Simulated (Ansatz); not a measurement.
## A computed series for Ru: response to strain

Consider Ru in the hcp (Mg type) structure (space group P6_3/mmc, No. 194; relaxed with 0.1 eV smearing).

Space group P6₃/mmc (No. 194); a = b = 2.7219 Å, c = 4.2940 Å, α = β = 90.00°, γ = 120.00°

```json
[
 {"atom": "Ru", "site": "2c", "symmetry": "-6m2", "x": "0.3333", "y": "0.6667", "z": "0.2500"}
]
```

Strains are applied to the cell and any free atomic positions relax.

Method: Ansatz (a program for electronic structure) PBE, no spin-orbit coupling.

Candidates:
(a) isotropic strain −1.00 %
(b) isotropic strain +1.50 %
(c) isotropic strain −2.00 %
(d) isotropic strain −0.50 %

Notes on the quantities. energy relative to the base: free energy F.

Task: Order them by energy relative to the base, lowest first.

Result: (d) isotropic strain −0.50 % (+3.1 meV/atom), (a) isotropic strain −1.00 % (+13 meV/atom), (b) isotropic strain +1.50 % (+26 meV/atom), (c) isotropic strain −2.00 % (+52 meV/atom)

No phonon test of stability was made. The final runs are not spin-polarised.
